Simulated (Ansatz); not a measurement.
For CaO (P6₃/mmc, No. 194, 4 atoms in the cell; start mp-545512; a measured phase of this formula has another space group), LDA (Ansatz, a quantum-chemistry and plane-wave program, PAW) gives:

```
Quantity                               Value
------------------------------  ------------
equilibrium lattice constant a       3.909 Å
c axis length                        4.683 Å
cohesive energy                 6.24 eV/atom
band gap                             3.22 eV
```

Task: What does r²SCAN+rVV10 (Ansatz, PAW) give for the same quantities?

Result: 
- lattice constant a: 3.969 Å (rises by 1.5 %)
- lattice parameter c: 4.758 Å (rises by 1.6 %)
- cohesive energy: 5.69 eV/atom (decreases by 0.55 eV/atom)
- band gap: 3.56 eV (rises by 0.34 eV)

Changes are worked out from the printed values.

Unless a cell is named, each level is at its own relaxed cell (LDA 15.49, r²SCAN+rVV10 16.23 Å³/atom).

Density-functional gaps are differences of (generalised) Kohn–Sham levels.

Caveats: the relaxation could not lower the start's symmetry, so the cell can be a saddle point above a distorted one (LDA, r²SCAN+rVV10). Ansatz's density-functional and Hartree–Fock values are scalar-relativistic unless marked +SOC, with PAW data made under PBE.

A start named mp-… is a Materials Project structure, which need not be a measured phase.
